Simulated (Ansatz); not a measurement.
The starting structures come from a database of crystals and need not be the phases stable at ambient conditions.

```yaml
crystal:
  lattice:
    - [5.82502, 0.00000, 0.00000]
    - [0.00000, 7.03359, 0.00000]
    - [2.91251, 0.00000, 4.57241]
  atoms:
    - { symbol: Na, position: [0.31818, 0.25000, 0.36364] }
    - { symbol: Na, position: [0.68182, 0.75000, 0.63636] }
    - { symbol: V, position: [0.35050, 0.75000, 0.29900] }
    - { symbol: V, position: [0.64950, 0.25000, 0.70100] }
    - { symbol: Cd, position: [0.00000, 0.50000, 0.00000] }
    - { symbol: Cd, position: [0.00000, 0.00000, 0.00000] }
    - { symbol: O, position: [0.29391, 0.25000, 0.92756] }
    - { symbol: O, position: [0.70609, 0.75000, 0.07244] }
    - { symbol: O, position: [0.22147, 0.75000, 0.07244] }
    - { symbol: O, position: [0.77853, 0.25000, 0.92756] }
    - { symbol: O, position: [0.24257, 0.55482, 0.51486] }
    - { symbol: O, position: [0.75743, 0.44518, 0.48514] }
    - { symbol: O, position: [0.75743, 0.05482, 0.48514] }
    - { symbol: O, position: [0.24257, 0.94518, 0.51486] }
```

Space group of this cell: Cmcm. The cell is taken as given; by r2SCAN its mean pressure is -1.0 GPa.

Transport runs along the normal of the first two printed cell vectors.

The gap is the functional's own. No spin-orbit coupling. Mid-gap values are interpolated on the energy grid.

### Question
State the band gap and the smallest decay constant κ at mid-gap according to Ansatz (a quantum-chemistry and plane-wave program) with r2SCAN.

### Answer
Gap 3.50 eV on a 8×4×8 mesh; κ = 0.534 1/Å, at the zone centre.
